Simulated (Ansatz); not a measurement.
## Cubic perovskite KMgF₃

These are RPBE in Ansatz (plane waves, PAW) values and carry that method's errors.

Settings: plane-wave cutoff 520 eV, 8×8×8 k mesh, Fermi–Dirac smearing 0.01 eV, scalar-relativistic PAW data made under PBE.

Cell: relaxed at this level.

```json
{
 "volume_per_atom": "14.17 Å³/atom",
 "bulk modulus B0": "56.6 GPa",
 "lattice_constant_a": "4.138 Å",
 "band_gap": "6.84 eV (indirect)",
 "smallest_direct_gap_on_the_k_points_sampled": "7.15 eV",
 "pressure derivative B′ of the bulk modulus": "4.3"
}
```

Measured, for comparison: equilibrium volume per atom 12.70 Å³/atom, lattice constant a 3.990 Å (room temperature, not corrected to a static lattice; as tabulated in Vaitheeswaran et al. (2007), arXiv:cond-mat/0703621); bulk modulus 75.1 GPa (room temperature, not corrected to a static lattice, our sources range from 71.2 to 75.1; as tabulated in Vaitheeswaran et al. (2007), arXiv:cond-mat/0703621). Computed (rounded) less measured: equilibrium volume per atom +11.6 %, bulk modulus -25 % (-21 % to -25 % over the range), lattice constant a +3.7 %.

Note: the cell is over a tenth larger than the published one: the level's own overestimate first of all, though another phase or state, or a fault of the published cell, is possible.

The computed numbers hold no vibrational or temperature effects.

It cost around 30 core-seconds (rough) of CPU time.

Ansatz is a program for electronic structure.
